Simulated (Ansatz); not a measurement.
System: interstitial N in monoclinic HfO2 (charge state -1). The step: a concerted move, in which N travels most; the atom moves 2.62 Å along (0.51, -0.01, 0.12) of the unit cell; at the start the N atom holds a host O site and a host atom stands off its site; at the end the N atom holds a host O site and a host atom stands off its site; the moving atom starts with neighbours Hf at 2.12; O at 1.43 Å and ends with Hf at 2.10, 2 Hf at 2.16; O at 1.51 Å. DFT values are from Ansatz (plane-wave PAW, 420 eV unless said) in a cell of 96 host sites, spin-restricted, static, with no finite-size correction. The charge state is imposed; whether it is stable for some Fermi level was not computed. Sites that were not tried may lie lower. The start lies 0.23 eV above the lowest site run (PBE). For the PBE band: the check of the saddle point's order was inconclusive.

| Level | Forward barrier (eV) | Cost of the band or of the saddle's single point |
|---|---|---|
| PBE, the Γ point alone, band relaxed | 1.58 | around 5 core-hours (rough) |
| PBE, a 2×2×2 k-point mesh shifted by half a step, same geometries | 1.59 | very roughly 10 core-minutes |
| r2SCAN at 500 eV, the Γ point alone, same geometries | ? | roughly 2.3 core-minutes |

Problem. Some entries are withheld; supply them.

Solution. 
- r2SCAN at 500 eV, the Γ point alone, same geometries, Forward barrier (eV): 1.62

Ansatz is a first-principles code.
